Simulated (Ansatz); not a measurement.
Pressure series in AlCr2C

Consider AlCr$_{2}$C (space group P6_3/mmc, No. 194; a = 2.812 Å, c = 12.599 Å; non-magnetic).

Cell and atoms are relaxed at each pressure.

Method: DFT with PBEsol, PAW potentials and a 420 eV plane-wave cutoff in Ansatz (a first-principles code), scalar-relativistic without spin-orbit coupling.

```tsv
pressure (GPa)	volume per atom (Å³/atom)
-1	10.837
0	10.784
0.3	10.768
0.7	10.747
1.5	10.705
3	10.630
5	10.534
7.5	?
10	10.312
```

Task: Fit the third-order Birch–Murnaghan form P(V) = (3B₀/2)[(V₀/V)^(7/3) − (V₀/V)^(5/3)]·[1 + (3/4)(B₀′ − 4)((V₀/V)^(2/3) − 1)] (squares taken in P) to the rows shown and predict the withheld row.

Result: Least squares on the printed values gives V₀ = 10.784 Å³/atom, B₀ = 203 GPa, B₀′ = 4.3; this predicts 10.420 Å³/atom, and the run gives 10.420 Å³/atom, in agreement.

Load acts through the strain it causes; cell and atoms are relaxed under it. Stability against distortions was not tested. No other phases were tried under pressure. Seeded moments were not kept for the base. All final runs are without spin polarisation.
